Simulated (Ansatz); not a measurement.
Data:

```yaml
crystal:
  lattice:
    - [3.92178, 0.00000, 0.00000]
    - [-1.96089, 3.39636, 0.00000]
    - [0.00000, 0.00000, 9.60273]
  atoms:
    - { symbol: Ge, position: [0.66667, 0.33333, 0.83884] }
    - { symbol: Ge, position: [0.00000, 0.00000, 0.49447] }
    - { symbol: Si, position: [0.33333, 0.66667, 0.16664] }
    - { symbol: Ge, position: [0.00000, 0.00000, 0.74968] }
    - { symbol: Si, position: [0.33333, 0.66667, 0.41158] }
    - { symbol: Si, position: [0.66667, 0.33333, 0.08878] }
```

No spin polarisation.

The values are results of PBEsol (Ansatz, a program for electronic structure; PAW; 420 eV plane waves; no spin-orbit coupling), earlier PAW set, not measurements. Settings: 10×10×4 k-points, 0.05 eV Fermi–Dirac smearing.

Question: Predict the band gap and valence-band top at Γ.

Answer: The band gap comes out as 0.37 eV and the valence-band top at Γ (three highest levels, from the VBM) is 0.00, 0.00, -0.11 eV.

Each cell is one ordered arrangement of few atoms, which overstates ordering effects compared with a random alloy. Stability against distortions was not tested. The cell was made from Ge by this change: x(Si) = 0.5, 6 atoms, P3m1.
